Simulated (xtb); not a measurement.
xtb 6.7.1, GFN2-xTB: CB(C)[CH2][Ge]([Cl])([Cl])[Cl], 16 atoms. The geometry is a generated start, not checked to be a minimum at this level.

| Property | Value |
|---|---|
| run flags | --grad |
| method | GFN2-xTB |
| --acc | 1 (default) |
| --etemp (K) | 300 (default) |
| basis functions | 64 |
| valence electrons | 48 |

```xyz
16

Ge     2.1941     0.1897     0.3618
Cl     1.5901     1.5258     1.9174
Cl     3.6434    -1.1340     1.2191
Cl     3.2214     1.3790    -1.0963
C      0.6727    -0.8490    -0.4813
B     -0.7253    -0.1864    -0.1767
C     -1.0922     1.1547    -0.9144
C     -1.7179    -0.8521     0.8444
H      0.9084    -0.8320    -1.5443
H      0.7769    -1.8718    -0.1211
H     -1.4425     0.9361    -1.9233
H     -1.8779     1.7248    -0.4269
H     -0.2228     1.8000    -1.0307
H     -2.7473    -0.8350     0.4924
H     -1.7145    -0.2728     1.7702
H     -1.4668    -1.8770     1.1098
```

One run each on 1 thread. Values of broydamp tried: 0.02, 0.05, 0.1, 0.2, 0.4 (default), 0.6, 0.8, 1.

Question: Which value of broydamp needs the fewest SCC iterations, and what happens away from it?

Answer: Fewest SCC iterations, within one of each other: 0.4 (default) with 15, 0.6 with 16, 0.8 with 16. The count rises to 27 at 0.02. All converge to one solution.

```
broydamp       SCC iterations            end
-------------  --------------  -------------
0.02                       27  same solution
0.05                       23  same solution
0.1                        21  same solution
0.2                        19  same solution
0.4 (default)              15  same solution
0.6                        16  same solution
0.8                        16  same solution
1                          18  same solution
```
